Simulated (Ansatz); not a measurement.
# How far to go with the plane-wave cutoff: BaCdSbF (P4mm, 8 atoms in the cell)

```yaml
crystal:
  lattice:
    - [4.60947, 0.00000, 0.00000]
    - [0.00000, 4.60947, 0.00000]
    - [0.00000, 0.00000, 9.75733]
  atoms:
    - { symbol: Ba, position: [0.00000, 0.50000, 0.64561] }
    - { symbol: Ba, position: [0.50000, 0.00000, 0.35951] }
    - { symbol: Cd, position: [0.50000, 0.50000, 0.00000] }
    - { symbol: Cd, position: [0.00000, 0.00000, 0.00000] }
    - { symbol: Sb, position: [0.00000, 0.50000, 0.18461] }
    - { symbol: Sb, position: [0.50000, 0.00000, 0.81539] }
    - { symbol: F, position: [0.50000, 0.50000, 0.50000] }
    - { symbol: F, position: [0.00000, 0.00000, 0.50000] }
```

Computed with LDA (PW92), default PAW files made with PBE (plane waves; Ansatz, a quantum-chemistry and plane-wave program).

Base settings: basis.ecutwfc = 420 eV; kpoints.mp_grid.grid = 4 4 1; hamiltonian.xc = lda; hamiltonian.pseudopotentials = {kind: paw} (the program's default PAW files); scf.occupations.method = fermi_dirac; scf.occupations.width = 0.02 eV.

The second cell is the first with its lattice scaled by 0.98.

The mesh stays at the base's, so the ladder's end is converged at best in this setting alone.

The first pressure column holds Ansatz's estimate of the finite-basis (Pulay) stress, which hides part of the cutoff error; the other is without it.

Only quantities that move along the ladder and can be compared are tabulated; the gap is left out on so coarse a mesh.

The count of work is k-points × plane waves × bands × iterations; it is no time. 

The starting cell comes from a database of computed structures (which also holds hypothetical and non-ambient phases and stackings), without a prior relaxation at this level. Its lattice was rescaled by up to half a per cent. One atom was moved a little off its site on purpose. In the base run, with a pressure of about -4 GPa the cell is away from its equilibrium volume at this level.

```tsv
basis.ecutwfc	free energy less the last step's (meV/atom)	energy of the compressed cell less the first (meV/atom)	pressure (GPa)	pressure without the Pulay estimate (GPa)	largest difference of a force vector from the last step's (eV/Å)	count of work / last
145 eV	57725.09	-782.67	-4.61	-1151.35	1.949	0.076
170 eV	24468.87	606.55	-6.45	-598.99	0.675	0.086
190 eV	12222.50	133.09	-4.50	-338.78	0.982	0.10
210 eV	6028.13	155.24	-4.95	-187.73	0.128	0.11
230 eV	3038.63	-41.63	-2.92	-105.45	0.381	0.12
250 eV	1474.40	-26.64	-2.96	-57.94	0.167	0.12
295 eV	285.79	-23.97	-3.81	-16.47	0.053	0.16
335 eV	66.82	-22.29	-3.78	-7.15	0.010	0.19
380 eV	12.88	-22.20	-3.76	-4.49	0.002	0.23
420 eV	3.38	-22.38	-3.76	-3.94	0.001	0.27
460 eV	1.34	-22.42	-3.76	-3.80	0.000	0.31
505 eV	1.00	-22.41	-3.76	-3.76	0.000	0.35
565 eV	0.90	-22.42	-3.76	-3.77	0.000	0.42
630 eV	0.72	-22.42	-3.76	-3.77	0.000	0.49
735 eV	0.50	-22.42	-3.76	-3.77	0.000	0.62
840 eV	0.21	-22.43	-3.76	-3.77	0.000	0.77
1010 eV	0.00	-22.43	-3.76	-3.76	0.000	1.0
```

Coarsest basis.ecutwfc that holds the energy of the compressed cell less the first within 2 meV/atom of the last step, with all finer ones: 295 eV, at 0.16 of the last step's count of work; the step before is off by 4.2 meV/atom.

Coarsest basis.ecutwfc that holds the pressure within 0.05 GPa of the last step, with all finer ones: 295 eV, at 0.16 of the last step's count of work; the step before is off by 0.80 GPa.

Coarsest basis.ecutwfc that holds the pressure without the Pulay estimate within 0.2 GPa of the last step, with all finer ones: 420 eV, at 0.27 of the last step's count of work; the step before is off by 0.72 GPa.

The energy difference between the two cells stays within 1 meV/atom of the last step's from 335 eV on, the total only from 505 eV on: much of the error is common to both cells and cancels.

At the lowest cutoff the pressure without the Pulay estimate lies 1150 GPa under the last step's, the usual sign of Pulay stress in an incomplete plane-wave basis.

Keys are those of Ansatz 0.2.
